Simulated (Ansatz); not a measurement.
The parent structure is Nb in the bcc (W type) structure (space group Im-3m, No. 229; a = 3.273 Å; relaxed with 0.1 eV smearing). Axes: x, y, z lie along the cube axes.

Structures relaxed with PBEsol, PAW, 420 eV (Ansatz, a quantum-chemistry and plane-wave program; without spin-orbit coupling).

Base:

Simulated powder pattern, Cu Kα1, λ = 1.54056 Å (kinematic, ideal powder, no thermal factors, no anomalous dispersion; the 10 strongest lines at most, above 2 %, up to 2θ = 90°):

```csv
2θ (°),I/Imax (%),hkl
38.88,100,(110)
56.16,17,(200)
70.41,33,(211)
83.47,11,(220)
```

After one change:

Simulated powder pattern, Cu Kα1, λ = 1.54056 Å (kinematic, ideal powder, no thermal factors, no anomalous dispersion; the 10 strongest lines at most, above 2 %, up to 2θ = 90°):

```csv
2θ (°),I/Imax (%)
38.49,100
38.88,49
54.96,8.6
56.16,16
69.36,17
70.15,33
82.47,11
83.47,5.2
```

Q: Name the change that was made.
A. uniaxial strain ε_zz = +1.50 %
B. uniaxial strain ε_zz = +2.00 %
C. uniaxial strain ε_zz = +1.00 %
D. uniaxial strain ε_zz = −1.00 %

A: B, uniaxial strain ε_zz = +2.00 %. Its volume per atom is 17.88 Å³ against 17.53 Å³, and its space group is I4/mmm (No. 139).

Stability against distortions was not tested. The final runs are not spin-polarised.
